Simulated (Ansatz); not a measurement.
Base system: BeTe in the rock salt structure (space group Fm-3m, No. 225; a = 5.361 Å; a hypothetical phase, not in the database extracts checked).

Structures relaxed with Ansatz (a first-principles code) PBE, no spin-orbit coupling, earlier PAW set.

Base:

Simulated powder pattern, Cu Kα1, λ = 1.54056 Å (kinematic, ideal powder, no thermal factors, no anomalous dispersion; the 14 strongest lines at most, above 2 %, up to 2θ = 90°):

```
2θ (°)  I/Imax (%)    hkl
------  ----------  -----
28.82          100  (111)
33.40           62  (200)
47.96           44  (220)
56.92           44  (311)
59.70           15  (222)
70.17          7.0  (400)
77.56           18  (331)
79.97           20  (420)
89.49           15  (422)
```

It is then changed as follows: cell and atoms relaxed at a pressure of 3 GPa.

Question: Where do the lines fall after the change?

Answer: 
Simulated powder pattern, Cu Kα1, λ = 1.54056 Å (kinematic, ideal powder, no thermal factors, no anomalous dispersion; the 14 strongest lines at most, above 2 %, up to 2θ = 90°):

| 2θ (°) | I/Imax (%) | hkl |
|---|---|---|
| 29.23 | 100 | (111) |
| 33.88 | 62 | (200) |
| 48.66 | 44 | (220) |
| 57.78 | 43 | (311) |
| 60.61 | 15 | (222) |
| 71.28 | 7.0 | (400) |
| 78.84 | 17 | (331) |
| 81.30 | 20 | (420) |

The indices refer to the base's conventional cell; one index is shown for lines that coincide.

Load acts through the strain it causes; cell and atoms are relaxed under it. Stability against distortions was not tested. The final runs are not spin-polarised.
